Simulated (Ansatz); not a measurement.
Band structure of NiSi₂ (Fm-3m, 3 atoms in the cell).

```yaml
crystal:
  lattice:
    - [0.00000, 2.70500, 2.70500]
    - [2.70500, 0.00000, 2.70500]
    - [2.70500, 2.70500, 0.00000]
  atoms:
    - { symbol: Si, position: [0.25000, 0.25000, 0.25000] }
    - { symbol: Si, position: [0.75000, 0.75000, 0.75000] }
    - { symbol: Ni, position: [0.00000, 0.00000, 0.00000] }
```

Computed with PBE (plane waves, PAW; Ansatz, a quantum-chemistry and plane-wave program).

Settings: kpoints.mp_grid.grid = 11 11 11; hamiltonian.xc = pbe; hamiltonian.pseudopotentials = {kind: paw} (the program's default PAW files); scf.occupations.method = fermi_dirac; scf.occupations.width = 0.136 eV; kpoints.band_path.npoints = 8.

The starting cell has typed, rounded lattice constants, without a prior relaxation at this level. Spin polarisation is off.

Levels in eV from the Fermi level, bands 10 to 16:
```csv
point,10,11,12,13,14,15,16
Γ,-3.48,-0.30,1.74,1.74,1.74,2.28,2.28
X,-3.57,-3.57,-3.41,-3.07,-0.38,1.44,7.73
W,-3.70,-3.56,-3.14,-2.40,2.24,2.24,4.68
K,-3.76,-3.38,-2.88,-2.60,0.23,3.67,4.70
L,-3.29,-3.29,-1.44,-1.44,1.80,1.84,1.84
U,-3.76,-3.38,-2.88,-2.60,0.23,3.67,4.70
```

Bands cross the Fermi level along this path, so the cell is metallic at this level.

Keys are those of Ansatz 0.2.
